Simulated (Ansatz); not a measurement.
Band structure of ZrB2 (P6/mmm, 3 atoms in the cell).

```
ZrB2
1.0
    3.16752     0.00000     0.00000
   -1.58376     2.74315     0.00000
    0.00000     0.00000     3.55239
Zr B
1 2
Cartesian
  0.00000   0.00000   0.00000
  0.00000   1.82877   1.77619
  1.58376   0.91438   1.77619
```

Level of theory: PBE (plane waves, PAW; Ansatz, a first-principles code).

Settings: basis.ecutwfc = 420 eV; kpoints.mp_grid.grid = 16 16 12; hamiltonian.xc = pbe; hamiltonian.pseudopotentials = {kind: paw} (the program's default PAW files); scf.occupations.method = fermi_dirac; scf.occupations.width = 0.136 eV; kpoints.band_path.npoints = 8.

The starting cell comes from a database of computed structures (which also holds hypothetical and non-ambient phases and stackings), without a prior relaxation at this level.

Levels in eV from the Fermi level, bands 6 to 12:
| point | 6 | 7 | 8 | 9 | 10 | 11 | 12 |
|---|---|---|---|---|---|---|---|
| Γ | -2.58 | -2.57 | -2.57 | -2.39 | 3.39 | 3.39 | 4.11 |
| M | -8.50 | -3.91 | -3.03 | -2.66 | 2.21 | 2.29 | 4.95 |
| K | -7.76 | -6.89 | -2.47 | -2.47 | 1.55 | 1.55 | 3.20 |
| A | -6.94 | -0.93 | -0.93 | 0.39 | 0.39 | 0.79 | 0.79 |
| L | -7.00 | -4.56 | -4.10 | -2.00 | 3.65 | 4.09 | 5.30 |
| H | -8.71 | -4.94 | -2.65 | -2.65 | 4.02 | 5.96 | 5.96 |

Bands cross the Fermi level along this path, so the cell is metallic at this level.

Keys are those of Ansatz 0.2.
